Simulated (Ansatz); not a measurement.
A computed series for hypothetical zinc blende PbS: pressure series

The reference is PbS in the zinc blende structure (space group F-43m, No. 216; a = 6.5430 Å; a hypothetical phase, not in the database extracts checked).

Cell and atoms are relaxed at each pressure.

Method: Kohn–Sham DFT with the PBEsol functional, run in Ansatz (an electronic-structure program) with PAW and 420 eV plane waves, no SOC.

| pressure (GPa) | volume per atom (Å³/atom) |
|---|---|
| -2 | 37.116 |
| -1 | ? |
| 0 | 35.014 |
| 0.3 | 34.754 |
| 0.7 | 34.417 |
| 1.5 | 33.796 |
| 3 | 32.745 |
| 7.5 | 30.320 |
| 10 | 29.269 |

### Question
Fit the third-order Birch–Murnaghan form P(V) = (3B₀/2)[(V₀/V)^(7/3) − (V₀/V)^(5/3)]·[1 + (3/4)(B₀′ − 4)((V₀/V)^(2/3) − 1)] (squares taken in P) to the rows shown and predict the withheld row.

### Answer
Least squares on the printed values gives V₀ = 35.025 Å³/atom, B₀ = 38.9 GPa, B₀′ = 4.0; this predicts 35.988 Å³/atom, and the run gives 35.995 Å³/atom, 0.007 higher.

Load acts through the strain it causes; cell and atoms are relaxed under it. No phonon test of stability was made. No other phases were tried under pressure. The final runs are not spin-polarised.
